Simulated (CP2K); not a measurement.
Input and output of a self-consistent single point for CuGaSe2 (I-42d, 8 atoms in the cell) (CP2K).

Computed with LDA (Pade form), GPW, DZVP-MOLOPT-PBE-GTH basis, GTH-PBE potentials (POTENTIAL_UZH) run with CP2K 2026.2.

```
CuGaSe2
1.0
    6.72084     0.00000     0.00000
    2.13219     6.37365     0.00000
   -4.42652    -3.18683     3.92680
Ga Cu Se
2 2 4
Direct
  0.50000   0.50000   0.00000
  0.25000   0.75000   0.50000
  0.00000   0.00000   0.00000
  0.75000   0.25000   0.50000
  0.87500   0.87500   0.50000
  0.12500   0.62500   0.00000
  0.37500   0.37500   0.50000
  0.62500   0.12500   0.00000
```

Reference input (self-consistent single point, DFT PBE, GPW, DZVP-MOLOPT-PBE-GTH basis, GTH-PBE potentials (POTENTIAL_UZH)): CUTOFF = 600 Ry; REL_CUTOFF = 60 Ry; SMEAR/METHOD = FERMI_DIRAC; ELECTRONIC_TEMPERATURE = 116.05 K; KPOINTS/SCHEME = MONKHORST-PACK 3 3 3; XC_FUNCTIONAL = PBE; Ga/BASIS_SET = DZVP-MOLOPT-PBE-GTH-q13; Ga/POTENTIAL = GTH-PBE-q13; Cu/BASIS_SET = DZVP-MOLOPT-PBE-GTH-q11; Cu/POTENTIAL = GTH-PBE-q11; Se/BASIS_SET = DZVP-MOLOPT-PBE-GTH-q6; Se/POTENTIAL = GTH-PBE-q6. This run's input differs from it in these lines:

```diff
@@ -43,3 +43,3 @@
     &XC
-      &XC_FUNCTIONAL PBE
+      &XC_FUNCTIONAL PADE
       &END XC_FUNCTIONAL
```

Output, abridged:

```
 SCF WAVEFUNCTION OPTIMIZATION

  Step     Update method      Time    Convergence         Total energy    Change
     1 NoMix/Diag. 0.40E+00      -     2.02516398      -282.2084104597 -2.82E+02
     2 Broy./Diag. 0.40E+00      -     0.17038011      -279.8640389814  2.34E+00
     3 Broy./Diag. 0.40E+00      -     0.08055440      -281.7289116921 -1.86E+00
     4 Broy./Diag. 0.40E+00      -     0.08491397      -281.6325075108  9.64E-02
     5 Broy./Diag. 0.40E+00      -     0.03443818      -281.5721932392  6.03E-02
     6 Broy./Diag. 0.40E+00      -     0.03567707      -281.8137335905 -2.42E-01
   [... 5 lines left out ...]
    12 Broy./Diag. 0.40E+00      -     0.00003437      -281.6958345879 -7.88E-04
    13 Broy./Diag. 0.40E+00      -     0.00000145      -281.6956815402  1.53E-04
    14 Broy./Diag. 0.40E+00      -     0.00000354      -281.6956935695 -1.20E-05
    15 Broy./Diag. 0.40E+00      -     0.00000022      -281.6956737744  1.98E-05
  *** SCF run converged in    15 steps ***

  Overlap energy of the core charge distribution:               0.00000011312380
  Self energy of the core charge distribution:               -403.50591710009428
  Core Hamiltonian energy:                                    120.53009892947279
  Hartree energy:                                              44.49205433152057
  Exchange-correlation energy:                                -43.21190197016562
  Electronic entropic energy:                                  -0.00000807847700
  Fermi energy:                                                 0.17377850003412

  Total energy:                                              -281.69567377437647
  Total energy (extrapolated to T->0):                       -281.69566973513798

                     Mulliken Population Analysis

   [... lines left out ...]

 STRESS| Analytical stress tensor [bar]
 STRESS|                        x                   y                   z
 STRESS|      x        2.13623738465E+04   7.55120139397E+02  -5.93223327604E-02
 STRESS|      y        7.55120139397E+02   2.08572380578E+04  -4.55095805884E-02
 STRESS|      z       -5.93223327604E-02  -4.55095805884E-02   2.03135328842E+04
 STRESS| 1/3 Trace                                             2.08443815962E+04
```

The run converged in 15 iterations. Against the reference run the pressure goes from 6.58 to 2.08 GPa, the largest force goes from 0.458 to 0.606 eV/Å and the gap on the mesh goes from 0.266 to 0.067 eV.

The starting cell has typed, rounded lattice constants, without a prior relaxation at this level. Its lattice was rescaled by a random factor within 2.5 % of one. Spin polarisation is off. Values carry the incompleteness of an atom-centred basis. The potentials were made for another functional than the one used.

Cost on one core of a shared machine: roughly 3 min.
